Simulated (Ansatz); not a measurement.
**Sensitivity of a calculation on Mg2TeS (R3m, 4 atoms in the cell) to its settings**

```
CELL_PARAMETERS angstrom
      2.15477     1.24406     7.08151
     -2.15477     1.24406     7.08151
      0.00000    -2.48811     7.08151
ATOMIC_POSITIONS crystal
  Mg 0.99072 0.99072 0.99072
  Mg 0.51005 0.51005 0.51005
  Te 0.12309 0.12309 0.12309
  S  0.62611 0.62611 0.62611
```

Base run A: HSE06, default PAW files made with PBE in Ansatz (a quantum-chemistry and plane-wave program), self-consistent single point.

Its settings: basis.ecutwfc = 420 eV; kpoints.mp_grid.grid = 4 4 4; hamiltonian.xc = hse06; hamiltonian.pseudopotentials = {kind: paw} (the program's default PAW files); scf.occupations.method = fixed.

The starting cell comes from a database of computed structures (which also holds hypothetical and non-ambient phases and stackings), without a prior relaxation at this level. Its lattice was rescaled by a random factor within 2.5 % of one. Spin-orbit coupling is off. Ansatz's pressure includes its estimate of the finite-basis (Pulay) stress.

ΔF is the free energy per atom less that of run A. A dash stands where there is no value to compare (another energy zero or no entropy term, no result, no spin, no clean gap, or a mesh too coarse for one). Total energies depend on the potentials, the functional and any Hubbard or dispersion term, so they are compared only between runs that share all of them.

Run A gave: pressure (GPa) -0.93; largest force (eV/Å) 0.039; gap on the mesh (eV) 2.299; k-points 13.

Runs:
- B: hamiltonian.xc: hse06 → pbesol [PBEsol]
- C: hamiltonian.xc: hse06 → pbe0 [PBE0]
- D: kpoints.mp_grid.grid: 4 4 4 → 5 5 5; kpoints.mp_grid.shift: default → 0.5 0.5 0.5
- E: scf.convergence.dr2_threshold: default (1e-07 eV) → 0.0001 eV
- F: basis.precision: default → f64
- G: scf.mixing.algorithm: default (the program chose MSR1) → msr1; scf.mixing.ndim: default → 2
- H: scf.mixing.algorithm: default (the program chose MSR1) → anderson; scf.mixing.beta: default → 0.2
- I: scf.mixing.preconditioner: default (the program chose none) → kerker; scf.mixing.q_tf: default → 3

### Question
What does run B change against A?

### Answer
The pressure goes from -0.93 to -1.26 GPa, the largest force goes from 0.039 to 0.026 eV/Å and the gap on the mesh goes from 2.299 to 1.366 eV.

### Question
What does run C change against A?

### Answer
The pressure moves little (-0.93 to -0.97 GPa), the largest force moves little (0.039 to 0.040 eV/Å) and the gap on the mesh goes from 2.299 to 2.963 eV.

### Question
What does run D change against A?

### Answer
The free energy drops by 4.7 meV/atom, the pressure hardly changes (-0.93 to -0.99 GPa), the largest force hardly changes (0.039 to 0.038 eV/Å) and the gap on the mesh goes from 2.299 to 2.431 eV.

| run | ΔF (meV/atom) | pressure (GPa) | largest force (eV/Å) | gap on the mesh (eV) | k-points |
|---|---|---|---|---|---|
| A | 0.00 | -0.93 | 0.039 | 2.299 | 13 |
| B | – | -1.26 | 0.026 | 1.366 | 13 |
| C | – | -0.97 | 0.040 | 2.963 | 13 |
| D | -4.7 | -0.99 | 0.038 | 2.431 | 19 |
| E | 0.00 | -0.93 | 0.039 | 2.299 | 13 |
| F | 0.00 | -0.93 | 0.039 | 2.299 | 13 |
| G | 0.00 | -0.93 | 0.039 | 2.299 | 13 |
| H | 0.00 | -0.93 | 0.039 | 2.299 | 13 |
| I | 0.00 | -0.93 | 0.039 | 2.299 | 13 |

Keys are those of Ansatz 0.2.
